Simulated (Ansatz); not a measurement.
A 64-atom cell of (Si,Sn) started in the diamond structure, site fractions Si 0.875, Sn 0.125, short-range order -0.07 among the nearest mixed sites of the first mixed sublattice (0 is random, a negative value favours unlike neighbours), space group P1 at the end. The mixed sublattice has 64 sites.

The mixing enthalpy is taken against the end members in the diamond type, relaxed in the same cell and mesh.

These are PBE (plane waves to 420 eV, PAW; Ansatz, a quantum-chemistry and plane-wave program) values and carry that method's errors. Scalar-relativistic, without spin–orbit coupling. Its k-point mesh 2×2×2 shifted by 0.5, 0.5, 0.5, Fermi–Dirac width 0.01 eV.

| cell | energy at zero smearing (eV) |
|---|---|
| Si | -40691.765 |
| Sn | -385549.245 |
| SnSi7 | -83794.793 |

Question: Work out the mixing enthalpy per mixed site and the interaction parameter Ω of a regular solution.

Answer: With x = 8/64 of the second end member, ΔH = [-83794.793 − 56/64 × (-40691.765) − 8/64 × (-385549.245)] / 64 = 65.0 meV against the separate end members. Ω = ΔH / x(1 − x) = 594 meV, which puts the top of the miscibility gap of this model at Ω / 2k = 3450 K.
